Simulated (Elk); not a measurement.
Elk run on CaCd2 (Imma, 6 atoms in the cell): self-consistent single point.

Method: LDA (PW92), spin-orbit coupling in second variation, all-electron FP-LAPW, Elk's shipped species files, APW+lo basis with extra local orbitals (Elk).

```yaml
crystal:
  lattice:
    - [-2.46894, 3.78884, 4.19787]
    - [2.46894, -3.78884, 4.19787]
    - [2.46894, 3.78884, -4.19787]
  atoms:
    - { symbol: Ca, position: [0.79145, 0.54145, 0.25000] }
    - { symbol: Ca, position: [0.20855, 0.45855, 0.75000] }
    - { symbol: Cd, position: [0.61667, 0.16455, 0.45212] }
    - { symbol: Cd, position: [0.38333, 0.83545, 0.54788] }
    - { symbol: Cd, position: [0.21243, 0.16455, 0.04788] }
    - { symbol: Cd, position: [0.78757, 0.83545, 0.95212] }
```

Reference input (self-consistent single point, DFT, LDA (PW92), all-electron FP-LAPW, Elk's shipped species files, APW+lo basis with extra local orbitals): rgkmax = 8; swidth = 0.00367493 Ha; ngridk = 4 4 4; tforce = true; gmaxvr = 18 1/bohr; lmaxapw = 10; lmaxo = 8; nxlo = 2; lorbcnd = true; lradstp = 2; nrmtscf = 2; rmtscf = 0.98. This run's input differs from it in these lines:

```diff
@@ -2,2 +2,5 @@
   0
+
+spinorb
+  .true.
 
@@ -36,2 +39,5 @@
 
+nempty
+  10
+
 swidth
```

Output (repeated stretches shortened):

```
│ Self-consistent loop started │
│ Loop number : 1 │
 total energy                :     -23712.2459014
 total moment                :   0.8476595672E-19  0.1597829352E-21  0.8514705316E-21
│ Loop number : 2 │
 total energy                :     -23712.9213809
 total moment                :   0.8523154472E-19 -0.5904998677E-21 -0.9515865447E-20
RMS change in Kohn-Sham potential (target) :   0.5139973487E-01 (  0.1000000000E-05)
Absolute change in total energy (target)   :   0.6754795214     (  0.1000000000E-03)
│ Loop number : 3 │
 total energy                :     -23716.0867047
   [... lines left out ...]
 total energy                :     -23721.6634240
 total moment                :   0.1058991206E-18 -0.2000656948E-21  0.3325381979E-20
RMS change in Kohn-Sham potential (target) :   0.6970073961E-07 (  0.1000000000E-05)
Absolute change in total energy (target)   :   0.2723379293E-03 (  0.1000000000E-03)
│ Loop number : 15 │
 total energy                :     -23721.6634325
 total moment                :   0.1057528862E-18 -0.4761741451E-21  0.6753155396E-20
RMS change in Kohn-Sham potential (target) :   0.2682210068E-07 (  0.1000000000E-05)
Absolute change in total energy (target)   :   0.7651358464E-04 (  0.1000000000E-03)
Convergence targets achieved

│ Loop number : 16 │

Energies :
 Fermi                       :     0.186697679244
 xc effective B-field        :    -0.324735579768E-11
 external B-field            :      0.00000000000
 total energy                :     -23721.6634181
 (external B-field energy excluded from total)

Density of states at Fermi energy :    109.9628841
 (states/Hartree/unit cell)

Estimated indirect band gap :   0.3888162669E-03
 from k-point      7 to k-point      1
Estimated direct band gap   :   0.1092100593E-01
 at k-point      7

Charges :
 core                        :    140.0000000
 valence                     :    92.00000000
 interstitial                :    9.448875938
 muffin-tins (core leakage)
  species :    1 (Ca)
   atom    1                 :    18.06462755     (  0.3204977261E-07)
   [... lines left out ...]
 total moment                :   0.1059810083E-18  0.1682990239E-21 -0.4656295524E-20
   [... lines left out ...]
   total force               :     0.00000000   -0.00002317    0.00005577
   total magnitude           :     0.00006039
  atom :    4
   Hellmann-Feynman          :     0.00000000    0.06915441   -0.01366490
   IBS                       :    -0.00000000   -0.06913123    0.01360913
   total force               :     0.00000000    0.00002317   -0.00005577
   total magnitude           :     0.00006039
```

The run converged in 16 iterations. The count includes the last loop, which Elk runs after its targets are met. 

The starting cell comes from a database of computed structures (which also holds hypothetical and non-ambient phases and stackings), without a prior relaxation at this level. Values depend on the basis (sphere radii, cutoffs, local orbitals), which need not be converged. The log's line on a gap gives a spacing of levels on this mesh, which the program prints for metals too.

Cost on one core of a shared machine: roughly 10 min.
